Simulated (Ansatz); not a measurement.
System: BN (model structure, started from the SiC type, P3m1, No. 156, 20 atoms in the cell). Method: r²SCAN (plane waves, PAW; Ansatz, a quantum-chemistry and plane-wave program).

Run with plane-wave cutoff 560 eV, 18×18×2 k mesh (along the axes of the cell as run), Fermi–Dirac smearing 0.01 eV, scalar-relativistic PAW data made under PBE.

Cell (relaxed at this level):

```cif
data_B10N10
_chemical_formula_sum 'B10 N10'
_space_group_name_H-M_alt 'P3m1'
_space_group_IT_number 156
_space_group_name_Hall 'P 3 -2"'
_cell_length_a 2.54883
_cell_length_b 2.54883
_cell_length_c 20.91835
_cell_angle_alpha 90.000
_cell_angle_beta 90.000
_cell_angle_gamma 120.000
loop_
_atom_site_label
_atom_site_type_symbol
_atom_site_symmetry_multiplicity
_atom_site_Wyckoff_symbol
_atom_site_fract_x
_atom_site_fract_y
_atom_site_fract_z
_atom_site_occupancy
B1 B 1 a 0.00000 0.00000 0.19983 1
B2 B 1 a 0.00000 0.00000 0.40004 1
B3 B 1 b 0.33333 0.66667 0.29967 1
B4 B 1 a 0.00000 0.00000 0.60021 1
B5 B 1 b 0.33333 0.66667 0.99984 1
B6 B 1 b 0.33333 0.66667 0.70002 1
B7 B 1 c 0.66667 0.33333 0.90000 1
B8 B 1 a 0.00000 0.00000 0.80039 1
B9 B 1 c 0.66667 0.33333 0.10022 1
B10 B 1 c 0.66667 0.33333 0.49985 1
N1 N 1 b 0.33333 0.66667 0.77537 1
N2 N 1 b 0.33333 0.66667 0.07520 1
N3 N 1 a 0.00000 0.00000 0.67491 1
N4 N 1 a 0.00000 0.00000 0.27457 1
N5 N 1 c 0.66667 0.33333 0.17494 1
N6 N 1 c 0.66667 0.33333 0.57520 1
N7 N 1 a 0.00000 0.00000 0.47474 1
N8 N 1 c 0.66667 0.33333 0.97475 1
N9 N 1 b 0.33333 0.66667 0.37503 1
N10 N 1 a 0.00000 0.00000 0.87511 1
```

Q: Estimate the band gap and Γ–Γ gap that the calculation returns.

A: 
- band gap: 5.78 eV (on the SCF k mesh)
- Γ–Γ gap: 9.39 eV

Note: the relaxation could raise the start's symmetry but not lower it, so the cell can be a saddle point.

Static lattice: no zero-point or thermal effects.

Cost on a shared machine: very roughly 15 core-minutes.

A model structure was made by putting elements into a prototype or built by hand; it is no filed structure, need not be a known phase, and can be a saddle point held by its symmetry.
